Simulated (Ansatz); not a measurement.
# Ir: response to strain

The parent structure is Ir in the fcc (Cu type) structure (space group Fm-3m, No. 225; a = 3.8456 Å; relaxed with 0.1 eV smearing). Axes: x, y, z lie along the cube axes.

Strains are applied to the cell and any free atomic positions relax; under biaxial strain the out-of-plane vector relaxes too; under stress the whole cell relaxes.

All numbers come from Kohn–Sham DFT with the r2SCAN functional, run in Ansatz (an electronic-structure program) with PAW and 500 eV plane waves, no spin-orbit coupling, earlier PAW set.

Notes on the quantities. energy relative to the base: free energy F; pressure: mean of the normal stresses, compression positive.

```csv
change,energy relative to the base,pressure,volume per atom
base,0 meV/atom,0.0 GPa,14.22 Å³
"biaxial strain +4.79 %, plane normal [001], relaxed out of plane",+119 meV/atom,-16.9 GPa,15.04 Å³
"biaxial strain +4.86 %, plane normal [001], relaxed out of plane",+122 meV/atom,-17.1 GPa,15.05 Å³
"biaxial strain +0.65 %, plane normal [111], relaxed out of plane",+3.1 meV/atom,-3.5 GPa,14.36 Å³
isotropic strain −1.30 %,+27 meV/atom,16.4 GPa,13.67 Å³
isotropic strain −1.01 %,+16 meV/atom,12.4 GPa,13.79 Å³
isotropic strain +3.48 %,+159 meV/atom,-29.8 GPa,15.75 Å³
uniaxial strain ε_xx = −1.88 %,+10 meV/atom,7.6 GPa,13.95 Å³
tensor shear ε_xz = +0.75 %,+2.8 meV/atom,0.1 GPa,14.22 Å³
"uniaxial stress, 8 GPa tension along x",+5.9 meV/atom,–,14.32 Å³
```

Beyond what the load breaks, stability against distortions was not tested. All final runs are without spin polarisation.
